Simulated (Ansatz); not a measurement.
Relaxation of cell and atoms of In2Ni3S2 (R-3m, 7 atoms in the cell) at several settings

```xyz
7
Lattice="2.6888 1.5524 4.4940 -2.6888 1.5524 4.4940 0.0000 -3.1048 4.4940" Properties=species:S:1:pos:R:3 pbc="T T T"
In     0.0000     0.0000     6.7410
In     0.0000     0.0000     0.0000
Ni     1.3444     0.7762     2.2470
Ni    -1.3444     0.7762     2.2470
Ni     0.0000    -1.5524     2.2470
S      0.0000     0.0000     9.7486
S      0.0000     0.0000     3.7335
```

Base: Ansatz (a first-principles code) with PBEsol, default PAW files made with PBE. Its settings: basis.ecutwfc = 420 eV; kpoints.mp_grid.grid = 5 5 5; hamiltonian.xc = pbesol; hamiltonian.pseudopotentials = {kind: paw} (the program's default PAW files); scf.occupations.method = methfessel_paxton; scf.occupations.width = 0.136 eV. Starting volume 16.08 Å³ per atom.

Each line gives the change from the base single point and the result:

- relax: default → cell and atoms; relax.cell.p_target: default → 5 GPa: pressure 5.01 GPa; final cell a = 5.3397 Å, b = 5.3397 Å, c = 5.3397 Å, α = 58.71°, β = 58.71°, γ = 58.71°; final volume per atom 14.93 Å³; relaxation steps 8; free energy against the base single point 7.6 meV/atom.
- hamiltonian.dispersion: default → d3bj; relax: default → cell and atoms [DFT, PBEsol-D3BJ, plane waves, default PAW files made with PBE]: pressure 0.01 GPa; final cell a = b = c = 5.351 Å, α = β = γ = 58.77°; final volume per atom 15.04 Å³; relaxation steps 7.

The starting cell comes from a database of computed structures (which also holds hypothetical and non-ambient phases and stackings), without a prior relaxation at this level. Spin polarisation is off, so a magnetic state, if there is one, cannot be reached. Ansatz's pressure includes its estimate of the finite-basis (Pulay) stress.

Left out of this page: 1 run of the series outside the window shown, repeating another row's setting, or not comparable.

Keys are those of Ansatz 0.2.
